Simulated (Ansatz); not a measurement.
CdSe under a change: pressure 15 GPa

The reference is CdSe in the wurtzite structure (space group P6_3mc, No. 186; a = 4.383 Å, c = 7.154 Å).

Now apply this change: cell and atoms relaxed at a pressure of 15 GPa.

Computed with DFT with PBE, PAW potentials and a 420 eV plane-wave cutoff in Ansatz (a program for electronic structure), no spin-orbit coupling. Γ-centred 9×9×5 mesh, Fermi–Dirac width 0.05 eV.

| quantity | base | changed | shift |
|---|---|---|---|
| volume per atom | 29.75 Å³ | 24.17 Å³ | -5.586 Å³ |
| density | 5.34 g/cm³ | 6.57 g/cm³ | +1.23 g/cm³ |
| lattice parameter a | 4.383 Å | 4.067 Å | -0.316 Å |
| c/a ratio | 1.632 | 1.660 | +0.0272 |
| shortest interatomic distance | 2.682 Å | 2.501 Å | -0.181 Å |
| enthalpy H = E + PV relative to the base's energy | – | +2.48 eV/atom | – |
| band gap | 0.54 eV | 0.94 eV | +0.40 eV |
| gap character | direct at Γ | direct at Γ | – |
| width of the top valence band | 1.56 eV | 2.25 eV | +0.69 eV |
| electron mass | – | 0.081 mₑ along c, 0.087 mₑ across (at Γ) | – |
| valence-band top at Γ (three highest levels, from the VBM) | 0.00, 0.00, -0.04 eV | 0.00, 0.00, -0.16 eV | – |

Final structure:

```xyz
4
Lattice="4.0669 0.0000 0.0000 -2.0334 3.5220 0.0000 0.0000 0.0000 6.7491" Properties=species:S:1:pos:R:3 pbc="T T T"
Cd     0.0000     2.3480     0.0184
Cd     2.0334     1.1740     3.3930
Se     0.0000     2.3480     2.5193
Se     2.0334     1.1740     5.8938
```

Load acts through the strain it causes; cell and atoms are relaxed under it. Effective masses come from finite differences of ±0.01 Å⁻¹. Whether these cells are dynamically stable was not tested. Measured, CdSe leaves this structure (for rock salt) near 2.72 GPa (temperature not stated; as listed in Datta, Sujoy, Jana, Debnarayan, arXiv (2020)), on rising pressure, with hysteresis.
